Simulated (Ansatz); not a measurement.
Seebeck coefficient (μV/K, mean over directions) of p-type BP (F-43m) against carrier density, HSE06, rigid bands in Ansatz (a first-principles code). Computed gap 1.95 eV; densities at which minority carriers matter at this gap, or further valleys turn the trend, are left out. Conductivity mass 0.37 mₑ (harmonic mean over directions), N_v = 3.5e19 cm⁻³ at 300 K.

| hole density | 300 K | 500 K |
|---|---|---|
| 1e16 cm⁻³ | 913 | 979 |
| 1e17 cm⁻³ | 715 | 780 |
| 1e18 cm⁻³ | [?] | 582 |
| 3e18 cm⁻³ | 422 | [?] |
| 1e19 cm⁻³ | 320 | [?] |
| 3e19 cm⁻³ | 230 | 292 |
| 1e20 cm⁻³ | 140 | 195 |
| 3e20 cm⁻³ | 77 | 118 |
| 1e21 cm⁻³ | 35 | 58 |

**Question.** What belongs in the gaps?

**Answer.** 
- 1e18 cm⁻³, 300 K: 517
- 3e18 cm⁻³, 500 K: 488
- 1e19 cm⁻³, 500 K: 385

Rigid bands with a gap fixed in temperature, one relaxation time for all states, no polarons or phonon drag, and whether or not such doping can be reached. Spin-orbit coupling is left out; where it splits the top of the valence band, N_v and the p-type Seebeck coefficient come out somewhat high without it. Geometry: cell and atoms relaxed with PBEsol.
